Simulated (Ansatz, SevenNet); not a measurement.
# How well does each level of theory give the equilibrium lattice constant a of B20 (FeSi-type) CoSi?

Reference value: 4.444 Å (measured, temperature not stated, not corrected to a static lattice; as tabulated in Wikipedia's data pages).

| level (code) | value (Å) | difference (%) |
|---|---|---|
| SevenNet-l3i5 | 4.431 | -0.29 |
| LDA (Ansatz) | 4.350 | -2.12 |
| BLYP (Ansatz) | 4.503 | +1.33 |
| PBE (Ansatz) | 4.431 | -0.29 |
| RPBE (Ansatz) | 4.458 | +0.32 |
| PBE-D3(BJ) (Ansatz) | 4.381 | -1.42 |
| PBEsol-D3(BJ) (Ansatz) | 4.345 | -2.23 |
| rVV10 (Ansatz) | 4.445 | +0.02 |
| r²SCAN (Ansatz) | 4.383 | -1.37 |
| r²SCAN+rVV10 (Ansatz) | 4.375 | -1.55 |
| HSE06 (Ansatz) | 4.362 | -1.85 |
| PBE0 (Ansatz) | 4.359 | -1.91 |

The reference's temperature isn't stated, so close values are not ranked against it. Off by more than 1.25 %, or 1.75 % on the side where a correction would as a rule narrow the miss (bounds picked here): PBEsol-D3(BJ) (-2.23 %), LDA (-2.12 %), PBE0 (-1.91 %), HSE06 (-1.85 %), BLYP (+1.33 %).

The measured value isn't corrected to a static lattice, so vibrations enter the comparison. A static lattice is as a rule a little smaller than the measured one. The crystal itself was run without spin with LDA, BLYP, PBE, RPBE, PBE-D3(BJ), PBEsol-D3(BJ), rVV10, r²SCAN, r²SCAN+rVV10, HSE06, PBE0; a magnetic state was not tried in these runs. HSE06, PBE0: the run has no spin polarisation, so it can have missed a magnetic state. Cutoffs and k meshes differ between the levels. Ansatz's density-functional and Hartree–Fock values are scalar-relativistic unless marked +SOC, with PAW data made under PBE.

Machine-learned potentials (SevenNet-l3i5) are trained on DFT data: a solid inside that data is no test of them.

Differences are worked out from the printed values.

Ansatz is an electronic-structure program.
